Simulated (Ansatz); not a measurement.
Take Ru in the hcp (Mg type) structure (space group P6_3/mmc, No. 194; a = 2.692 Å, c = 4.246 Å) as the base.

Level of theory: PBEsol in Ansatz (plane waves to 420 eV, PAW, no spin-orbit coupling).

Before the change:

```
Item               Result
---------------  --------
Volume per atom  13.32 Å³
c/a ratio           1.577
```

One thing is altered: cell and atoms relaxed at a pressure of 50 GPa.

What happens to the volume per atom and c/a ratio?

The volume per atom shrinks by 1.40 Å³ to 11.92 Å³; the c/a ratio grows by 0.0074 to 1.585.

Load acts through the strain it causes; cell and atoms are relaxed under it. No phonon test of stability was made. No other phases were tried under pressure. All final runs are without spin polarisation.

Ansatz is a quantum-chemistry and plane-wave program.
